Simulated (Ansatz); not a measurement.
NbP (model structure, from the WC type, P-6m2, No. 187): lattice parameter c by level of theory

No measured value is used here.

| level (code) | value (Å) |
|---|---|
| PBE (Ansatz) | 3.340 |
| PBEsol (Ansatz) | 3.321 |
| PBE-D3(BJ) (Ansatz) | 3.322 |
| r²SCAN (Ansatz) | 3.326 |

Ansatz's density-functional and Hartree–Fock values are scalar-relativistic unless marked +SOC, with PAW data made under PBE.

A model structure was made by putting elements into a prototype or built by hand; it is no filed structure, need not be a known phase, and can be a saddle point held by its symmetry.

Ansatz is a first-principles code.
